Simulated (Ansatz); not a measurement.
## Sensitivity of a calculation on VBiO₄ (I4_1/a, 12 atoms in the cell) to its settings

```
VBiO4
1.0
   -2.56362     2.56362     5.80186
    2.56362    -2.56362     5.80186
    2.56362     2.56362    -5.80186
V Bi O
2 2 8
Cartesian
  0.00000   0.00000   5.80186
  2.56362   0.00000   2.90093
  0.00000   0.00000   0.00000
  0.00000   2.56362   2.90093
  3.28671   1.28171  -0.91820
  3.84553   0.72309   1.98273
 -0.72309   1.28191   4.88366
  1.28171  -0.72309   1.98273
  1.84052   1.28191   3.81913
  1.28171   1.84052   0.91820
  3.28671  -1.28191   3.81913
  1.28191   0.72309   6.72006
```

Base run A: revPBE, PAW files made with PBE run with Ansatz (an electronic-structure program), self-consistent single point.

Its settings: basis.ecutwfc = 420 eV; kpoints.mp_grid.grid = 6 6 6; kpoints.mp_grid.shift = 0.5 0.5 0.5; hamiltonian.xc = revpbe; hamiltonian.pseudopotentials = {kind: paw} (the program's default PAW files); scf.occupations.method = fixed.

The starting cell comes from a database of computed structures (which also holds hypothetical and non-ambient phases and stackings), without a prior relaxation at this level. Its lattice was rescaled by a random factor within 2.5 % of one. Spin-orbit coupling is off. In the base run, with a pressure of about 6 GPa the cell is away from its equilibrium volume at this level. Ansatz's pressure includes its estimate of the finite-basis (Pulay) stress. The shifted mesh does not hold Γ, so a gap read on it misses any band edge there.

ΔF is the free energy per atom less that of run A. A dash stands where there is no value to compare (another energy zero or no entropy term, no result, no spin, no clean gap, or a mesh too coarse for one). Total energies depend on the potentials, the functional and any Hubbard or dispersion term, so they are compared only between runs that share all of them.

Run A gave: pressure (GPa) 6.50; largest force (eV/Å) 0.093; gap on the mesh (eV) 2.146; k-points 35; valence electrons 104.

Runs:
- B: scf.convergence.dr2_threshold: default (1e-07 eV) → 1e-10 eV
- C: 1 x 2 x 1 supercell, mesh divided to match; kpoints.mp_grid.grid: 6 6 6 → 6 3 6
- D: kpoints.mp_grid.grid: 6 6 6 → 4 4 4
- E: hamiltonian.dispersion: default → d3bjatm [revPBE-D3BJ-ATM]
- F: scf.eigensolver.kind: default (the program chose band_cg) → davidson
- G: scf.mixing.algorithm: default (the program chose MSR1) → broyden; scf.mixing.beta: default → 0.05
- H: scf.mixing.preconditioner: default (the program chose Resta) → none

What does run E change against A?

The pressure goes from 6.50 to 1.24 GPa, the largest force goes from 0.093 to 0.108 eV/Å and the gap on the mesh stays at 2.146 eV.

What does run D change against A?

The free energy hardly moves (within 1 meV/atom), the pressure stays at 6.50 GPa, the largest force stays at 0.093 eV/Å and the gap on the mesh goes from 2.146 to 2.217 eV.

```
run  ΔF (meV/atom)  pressure (GPa)  largest force (eV/Å)  gap on the mesh (eV)  k-points  valence electrons
---  -------------  --------------  --------------------  --------------------  --------  -----------------
A             0.00            6.50                 0.093                 2.146        35                104
B             0.00            6.50                 0.093                 2.147        35                104
C             0.00            6.50                 0.093                 2.147        54                208
D             0.06            6.50                 0.093                 2.217        12                104
E                –            1.24                 0.108                 2.146        35                104
F             0.00            6.50                 0.093                 2.147        35                104
G             0.00            6.50                 0.093                 2.147        35                104
H             0.00            6.50                 0.093                 2.147        35                104
```

Keys are those of Ansatz 0.2.
